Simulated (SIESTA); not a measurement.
SIESTA run on Li (Im-3m, 1 atom in the cell): self-consistent single point.

Computed with GGA PBEsol, numerical atomic orbitals TZP, PseudoDojo PBEsol standard norm-conserving potentials (rewritten from UPF to PSML) in SIESTA 5.4.2.

```
CELL_PARAMETERS angstrom
     -1.75023     1.75023     1.75023
      1.75023    -1.75023     1.75023
      1.75023     1.75023    -1.75023
ATOMIC_POSITIONS crystal
  Li 0.00000 0.00000 0.00000
```

Reference input (self-consistent single point, DFT, GGA PBEsol, numerical atomic orbitals TZP, PseudoDojo PBEsol standard norm-conserving potentials (rewritten from UPF to PSML)): XC.functional = GGA; XC.authors = PBEsol; potentials = PseudoDojo PBEsol standard; PAO.BasisSize = TZP; PAO.EnergyShift = 0.01 Ry; MeshCutoff = 350 Ry; kgrid.MonkhorstPack = 13 13 13; OccupationFunction = MP; OccupationMPOrder = 0; ElectronicTemperature = 1160.45 K; PAO.Polarization.NonPerturbative = true; MaxSCFIterations = 150. This run's input differs from it in these lines:

```diff
@@ -39,3 +39,6 @@
 SCF.Mixer.History            8
-SCF.DM.Tolerance             1.0E-05
+SCF.DM.Converge              false
+SCF.H.Converge               false
+SCF.FreeE.Converge           true
+SCF.FreeE.Tolerance          1.0E-12 eV
 Diag.ParallelOverK           true
```

Output (repeated stretches shortened):

```
        iscf     Eharris(eV)        E_KS(eV)     FreeEng(eV)     dDmax    Ef(eV) dHmax(eV)
   scf:    1     -192.714953     -194.495706     -194.497844  0.746338 -5.866632  0.394911
   scf:    2     -194.495890     -194.495798     -194.497938  0.002046 -5.871341  0.289965
   scf:    3     -194.496000     -194.495902     -194.498048  0.005710 -5.884540  0.000546
   scf:    4     -194.495902     -194.495902     -194.498048  0.000114 -5.884940  0.000222
   scf:    5     -194.495902     -194.495902     -194.498048  0.000006 -5.884933  0.000067
mix: Pulay -- inversion failed, > SVD [rank/size] 2 / 4
   [... lines left out ...]
   scf:   20     -194.495902     -194.495902     -194.498048  0.000000 -5.884935  0.000000
   scf:   21     -194.495902     -194.495902     -194.498048  0.000000 -5.884935  0.000000
   [... 125 lines left out ...]
   scf:  147     -194.495902     -194.495902     -194.498048  0.000000 -5.884935  0.000000
   scf:  148     -194.495902     -194.495902     -194.498048  0.000000 -5.884935  0.000000
   scf:  149     -194.495902     -194.495902     -194.498048  0.000000 -5.884935  0.000000
   scf:  150     -194.495902     -194.495902     -194.498048  0.000000 -5.884935  0.000000
SCF_NOT_CONV: SCF did not converge in maximum number of steps (required).
SCF_NOT_CONV: SCF did not converge in maximum number of steps (required).
Geom step, scf iteration, dDmax, dHmax:    0   150      0.000000     0.000000
Geom step, scf iteration, dDmax, dHmax:    0   150      0.000000     0.000000

ABNORMAL_TERMINATION
ABNORMAL_TERMINATION
Stopping Program from Node:    0
Stopping Program from Node:    0
```

The run ended unconverged after 150 iterations. 

The starting cell has typed, rounded lattice constants, without a prior relaxation at this level. Its lattice was rescaled by up to half a per cent. Values carry the incompleteness of an atom-centred basis.

Cost on one core of a shared machine: roughly 3 min.
